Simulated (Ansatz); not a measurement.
## Hypothetical rock salt GaAs, response to strain

Consider GaAs in the rock salt structure (space group Fm-3m, No. 225; a = 5.394 Å; a hypothetical phase, not in the database extracts checked; relaxed with 0.1 eV smearing). Axes: x, y, z lie along the cube axes.

Strains are applied to the cell and any free atomic positions relax; under biaxial strain the out-of-plane vector relaxes too.

Level of theory: Ansatz (an electronic-structure program) PBE, spin-orbit coupling left out, earlier PAW set.

Notes on the quantities. pressure: mean of the normal stresses, compression positive; energy relative to the base: free energy F.

```tsv
variant	pressure	energy relative to the base	shortest interatomic distance
base	0.0 GPa	0 meV/atom	2.697 Å
biaxial strain +1.69 %, plane normal [001], relaxed out of plane	-1.6 GPa	+5.1 meV/atom	2.674 Å
biaxial strain +3.15 %, plane normal [001], relaxed out of plane	-2.7 GPa	+17 meV/atom	2.657 Å
uniaxial strain ε_xx = +0.74 %	…	…	2.697 Å
uniaxial strain ε_xx = +1.01 %	-0.7 GPa	+0.8 meV/atom	2.697 Å
uniaxial strain ε_yy = +4.19 %	-2.4 GPa	+12 meV/atom	2.697 Å
```

Question: Fill in the withheld entries from the trend.

Answer: 
- uniaxial strain ε_xx = +0.74 %, pressure: -0.5 GPa
- uniaxial strain ε_xx = +0.74 %, energy relative to the base: +0.4 meV/atom

No phonon test of stability was made. The final runs are not spin-polarised.
